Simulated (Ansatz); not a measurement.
Partial pair distribution functions of a relaxed model of amorphous Si$_{24}$O$_{48}$Al, broadened by 0.06 Å; density 2.18 g/cm³. The numbers are results of PBE, scalar-relativistic without spin-orbit coupling (plane waves to 420 eV, PAW; Ansatz, an electronic-structure program), not measurements. The usual formal charges leave 3 electrons over, so the level spacing at the Fermi energy parts defect or band states and needn't be the band gap. In the spin-polarised cell the level spacing at the Fermi energy can part levels of unlike spin.

The cell was made by melting and quenching with the CHGNet potential and then relaxed with DFT. O atoms were pushed apart under 1.9 Å during the dynamics, to hinder bonds among them. The hot cell started wider than the set density and was brought back towards it in steps. It is the lowest in DFT energy of 2 quenches. It is a model cell: composition and starting density were chosen by hand, and all elements were melted together. No dispersion term was used. Its density started from a set value of 2.23 and ended at 2.18 g/cm³. The simulated quench (nominally 400 K/ps over its main leg) is rapid and tends to freeze in more defects than a deposited or slowly cooled glass has. Values belong to this one cell and scatter from quench to quench. Volume and shape were free in the relaxation. Stress components on the final sampling reach 0.7 GPa. Cycles of charging lowered its energy after that relaxation.

```json
[
 {"r (Å)": "1.35", "g Si-O": "0.00", "g O-Al": "0.00", "g Si-Si": "0.00", "g O-O": "0.00"},
 {"r (Å)": "1.45", "g Si-O": "0.31", "g O-Al": "0.00", "g Si-Si": "0.00", "g O-O": "0.00"},
 {"r (Å)": "1.55", "g Si-O": "7.03", "g O-Al": "0.20", "g Si-Si": "0.00", "g O-O": "0.00"},
 {"r (Å)": "1.65", "g Si-O": "15.17", "g O-Al": "6.04", "g Si-Si": "0.00", "g O-O": "0.00"},
 {"r (Å)": "1.75", "g Si-O": "3.63", "g O-Al": "13.40", "g Si-Si": "0.00", "g O-O": "0.00"},
 {"r (Å)": "1.85", "g Si-O": "0.47", "g O-Al": "4.42", "g Si-Si": "0.00", "g O-O": "0.00"},
 {"r (Å)": "1.95", "g Si-O": "0.07", "g O-Al": "0.28", "g Si-Si": "0.00", "g O-O": "0.00"},
 {"r (Å)": "2.05", "g Si-O": "0.05", "g O-Al": "0.00", "g Si-Si": "0.00", "g O-O": "0.00"},
 {"r (Å)": "2.15", "g Si-O": "0.10", "g O-Al": "0.00", "g Si-Si": "0.00", "g O-O": "0.00"},
 {"r (Å)": "2.25", "g Si-O": "0.01", "g O-Al": "0.00", "g Si-Si": "0.16", "g O-O": "0.01"},
 {"r (Å)": "2.35", "g Si-O": "0.00", "g O-Al": "0.00", "g Si-Si": "0.35", "g O-O": "0.09"},
 {"r (Å)": "2.45", "g Si-O": "0.01", "g O-Al": "0.00", "g Si-Si": "0.05", "g O-O": "0.49"},
 {"r (Å)": "2.55", "g Si-O": "0.07", "g O-Al": "0.00", "g Si-Si": "0.01", "g O-O": "3.39"},
 {"r (Å)": "2.65", "g Si-O": "0.04", "g O-Al": "0.00", "g Si-Si": "0.28", "g O-O": "5.36"},
 {"r (Å)": "2.75", "g Si-O": "0.03", "g O-Al": "0.00", "g Si-Si": "0.97", "g O-O": "4.08"},
 {"r (Å)": "2.85", "g Si-O": "0.19", "g O-Al": "0.00", "g Si-Si": "1.49", "g O-O": "1.83"},
 {"r (Å)": "2.95", "g Si-O": "0.34", "g O-Al": "0.00", "g Si-Si": "3.40", "g O-O": "0.77"},
 {"r (Å)": "3.05", "g Si-O": "0.40", "g O-Al": "0.00", "g Si-Si": "3.78", "g O-O": "0.61"},
 {"r (Å)": "3.15", "g Si-O": "0.49", "g O-Al": "0.00", "g Si-Si": "3.07", "g O-O": "0.65"},
 {"r (Å)": "3.25", "g Si-O": "0.86", "g O-Al": "0.01", "g Si-Si": "2.00", "g O-O": "0.43"},
 {"r (Å)": "3.35", "g Si-O": "0.94", "g O-Al": "0.49", "g Si-Si": "0.59", "g O-O": "0.45"},
 {"r (Å)": "3.45", "g Si-O": "1.00", "g O-Al": "3.29", "g Si-Si": "0.08", "g O-O": "0.57"},
 {"r (Å)": "3.55", "g Si-O": "1.09", "g O-Al": "3.01", "g Si-Si": "0.13", "g O-O": "0.41"},
 {"r (Å)": "3.65", "g Si-O": "1.35", "g O-Al": "1.40", "g Si-Si": "0.10", "g O-O": "0.44"},
 {"r (Å)": "3.75", "g Si-O": "1.50", "g O-Al": "0.80", "g Si-Si": "0.16", "g O-O": "0.62"},
 {"r (Å)": "3.85", "g Si-O": "1.31", "g O-Al": "0.89", "g Si-Si": "0.39", "g O-O": "0.53"},
 {"r (Å)": "3.95", "g Si-O": "1.43", "g O-Al": "1.45", "g Si-Si": "0.20", "g O-O": "0.68"},
 {"r (Å)": "4.05", "g Si-O": "1.64", "g O-Al": "2.30", "g Si-Si": "0.48", "g O-O": "0.81"},
 {"r (Å)": "4.15", "g Si-O": "1.54", "g O-Al": "1.85", "g Si-Si": "0.76", "g O-O": "0.61"},
 {"r (Å)": "4.25", "g Si-O": "1.49", "g O-Al": "2.59", "g Si-Si": "0.61", "g O-O": "0.76"},
 {"r (Å)": "4.35", "g Si-O": "1.47", "g O-Al": "3.24", "g Si-Si": "1.08", "g O-O": "1.00"},
 {"r (Å)": "4.45", "g Si-O": "0.93", "g O-Al": "1.26", "g Si-Si": "1.01", "g O-O": "1.00"},
 {"r (Å)": "4.55", "g Si-O": "0.77", "g O-Al": "0.06", "g Si-Si": "0.70", "g O-O": "1.09"},
 {"r (Å)": "4.65", "g Si-O": "0.86", "g O-Al": "0.08", "g Si-Si": "0.75", "g O-O": "1.17"},
 {"r (Å)": "4.75", "g Si-O": "0.79", "g O-Al": "0.52", "g Si-Si": "1.44", "g O-O": "1.22"},
 {"r (Å)": "4.85", "g Si-O": "0.63", "g O-Al": "0.21", "g Si-Si": "1.18", "g O-O": "1.37"},
 {"r (Å)": "4.95", "g Si-O": "0.65", "g O-Al": "0.01", "g Si-Si": "1.21", "g O-O": "1.54"}
]
```

Within 2.24 Å each Si has 3.92 O neighbours on average.
